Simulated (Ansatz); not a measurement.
Consider MgB$_{2}$ (space group P6/mmm, No. 191; a = 3.064 Å, c = 3.498 Å; relaxed with 0.1 eV smearing). Axes: x lies along a and z along c of the hexagonal cell.

Computed with Ansatz (a program for electronic structure), PBEsol, PAW, cutoff 420 eV, spin-orbit coupling left out.

Base values:

```
Quantity   Result
--------  -------
Pressure  0.0 GPa
```

Now apply this change: uniaxial strain ε_zz = −0.50 %, all other strain components held at zero; the atoms relax in the strained cell.

Task: How does this affect the pressure?

Result: The pressure (mean of the normal stresses, compression positive) goes from zero to 0.6 GPa.

Whether these cells are dynamically stable was not tested. All final runs are without spin polarisation.
